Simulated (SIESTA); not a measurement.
Troubleshooting SIESTA: a failed run on TiS2 (Pa-3, 12 atoms in the cell). The aim is a self-consistent single point with DFT, LDA PW92, numerical atomic orbitals DZP, PseudoDojo LDA standard norm-conserving potentials (rewritten from UPF to PSML).

Cell that was meant: a = 6.0065 Å, b = 6.0065 Å, c = 6.0065 Å, α = 90.00°, β = 90.00°, γ = 90.00°.

Part of the input:

```
OccupationMPOrder            0
ElectronicTemperature        1160.45 K

MaxSCFIterations             4
SCF.Mixer.Method             Broyden
SCF.Mixer.Weight             0.1
SCF.Mixer.History            6
```

Output, abridged:

```
        iscf     Eharris(eV)        E_KS(eV)     FreeEng(eV)     dDmax    Ef(eV) dHmax(eV)
   scf:    1    -8786.362687    -8851.964297    -8851.964297  1.637221 -4.841214 13.509667
   scf:    2    -8881.403827    -8868.622190    -8868.624853  0.138496 -5.133588  7.639298
   scf:    3    -8854.801335    -8871.960696    -8872.022278  0.297777 -5.728136  4.690783
   scf:    4    -8841.849304    -8867.816759    -8867.818020  0.301634 -5.166481  7.854967
SCF_NOT_CONV: SCF did not converge in maximum number of steps (required).
SCF_NOT_CONV: SCF did not converge in maximum number of steps (required).
Geom step, scf iteration, dDmax, dHmax:    0     4      0.301634     0.577329
Geom step, scf iteration, dDmax, dHmax:    0     4      0.301634     0.577329

ABNORMAL_TERMINATION
ABNORMAL_TERMINATION
Stopping Program from Node:    0
Stopping Program from Node:    0
```

### Question
What caused this, and what should be changed?

### Answer
The fault is an iteration limit that is too low. The loop is cut before its threshold is met, so whatever is printed at the end is not self-consistent. To fix it, raise the limit, or leave it to the default. The run ended unconverged after 4 iterations.

The sound input it was made from differs as follows (other fixes are possible):
```diff
-MaxSCFIterations             4
+MaxSCFIterations             150
```

With that input, the run converged in 12 iterations: free energy E − TS -8876.4164 eV; Fermi level (on the code's own zero) -5.58 eV; pressure -6.34 GPa; largest force (vector length) 0.030 eV/Å (DFT, LDA PW92, numerical atomic orbitals DZP, PseudoDojo LDA standard norm-conserving potentials (rewritten from UPF to PSML)).

On the sound input: the starting cell comes from a database of computed structures (which also holds hypothetical and non-ambient phases and stackings), without a prior relaxation at this level. Spin polarisation is off, so a magnetic state, if there is one, cannot be reached. Values carry the incompleteness of an atom-centred basis. With a pressure of about -6 GPa the cell is away from its equilibrium volume at this level.
